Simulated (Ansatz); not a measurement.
The starting structures come from a database of crystals and need not be the phases stable at ambient conditions.

The decay constant κ of evanescent states in the gap governs leakage through a thin film.

Data:

```yaml
crystal:
  lattice:
    - [6.90881, 0.00000, 0.00000]
    - [0.00000, 9.77053, 0.00000]
    - [3.45440, 4.88527, 3.45440]
  atoms:
    - { symbol: Cs, position: [0.50000, 0.75000, 0.00000] }
    - { symbol: Cs, position: [0.50000, 0.25000, 0.00000] }
    - { symbol: Tl, position: [0.00000, 0.50000, 0.00000] }
    - { symbol: Bi, position: [0.00000, 0.00000, 0.00000] }
    - { symbol: F, position: [0.00000, 0.76949, 0.46102] }
    - { symbol: F, position: [0.00000, 0.23051, 0.53898] }
    - { symbol: F, position: [0.53898, 0.76949, 0.46102] }
    - { symbol: F, position: [0.46102, 0.23051, 0.53898] }
    - { symbol: F, position: [0.00000, 0.76949, 0.00000] }
    - { symbol: F, position: [0.00000, 0.23051, 0.00000] }
```

Space group of this cell: Fm-3m. The cell is taken as given.

Transport runs along the normal of the first two printed cell vectors, the (110) plane of the conventional cell.

No gap correction and no spin-orbit coupling; mid-gap values are interpolated between computed energies.

Q: Predict the band gap and the smallest decay constant κ at mid-gap from r2SCAN (Ansatz, a first-principles code).

A: Gap 3.28 eV on a 10×10×10 mesh; κ = 0.272 1/Å, at the zone centre.
